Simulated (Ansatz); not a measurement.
Start from Al2Cu (space group I4/mcm, No. 140; a = 6.0058 Å, c = 4.7897 Å). Axes: x, y, z lie along a, b, c of the conventional cell.

Computed with Ansatz (an electronic-structure program) r2SCAN, no spin-orbit coupling.

Base values:

```
Property            Value
---------------  --------
Volume per atom  14.40 Å³
```

The change: uniaxial stress, 1 GPa tension along x; all other stress components relax to zero.

Task: How does this affect the volume per atom?

Result: The volume per atom grows by 0.04 Å³ (14.40 Å³ → 14.44 Å³).

Load acts through the strain it causes; cell and atoms are relaxed under it. Beyond what the load breaks, stability against distortions was not tested. All final runs are without spin polarisation.
